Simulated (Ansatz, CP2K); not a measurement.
## One structure in several programs: LuHO2 (Pmn2_1, 8 atoms in the cell)

Band-structure calculation.

```xyz
8
Lattice="3.3585 0.0000 0.0000 0.0000 4.7291 0.0000 0.0000 0.0000 5.3065" Properties=species:S:1:pos:R:3 pbc="T T T"
Lu     0.0000     3.4118     5.2223
Lu     1.6793     1.3173     2.5690
H      1.6793     0.8876     5.1033
H      0.0000     3.8415     2.4501
O      1.6793     0.0717     4.5149
O      0.0000     4.6573     1.8616
O      0.0000     2.4379     3.3225
O      1.6793     2.2912     0.6693
```

Shared settings, as Ansatz (a program for electronic structure) writes them: kpoints.mp_grid.grid = 7 5 4; scf.occupations.method = fermi_dirac; scf.occupations.width = 0.01 eV. Potentials and cutoffs stand in the table.

```json
[
 {"code": "Ansatz", "model": "LDA (PW92), PAW files made with PBE", "gap along the path (eV)": "4.34", "smallest direct gap (eV)": "4.34", "cutoff": "default"},
 {"code": "CP2K", "model": "LDA (Pade form), GPW, DZVP-MOLOPT-SR-GTH basis, GTH-PADE potentials (GTH_POTENTIALS)", "gap along the path (eV)": "4.42", "smallest direct gap (eV)": "4.42", "cutoff": "grid 500 Ry"}
]
```

On Ansatz's run: spin-orbit coupling is off.

The spread over the programs that give each value: gap along the path within 0.08 eV; smallest direct gap within 0.08 eV.

CP2K uses small atom-centred bases, whose incompleteness enters pressures, forces and empty levels differently from a plane-wave cutoff.

The starting cell comes from a database of computed structures (which also holds hypothetical and non-ambient phases and stackings), without a prior relaxation at this level.

Left out of this page: Quantum ESPRESSO (not drawn, or without a comparable value).

Keys are those of Ansatz 0.2.
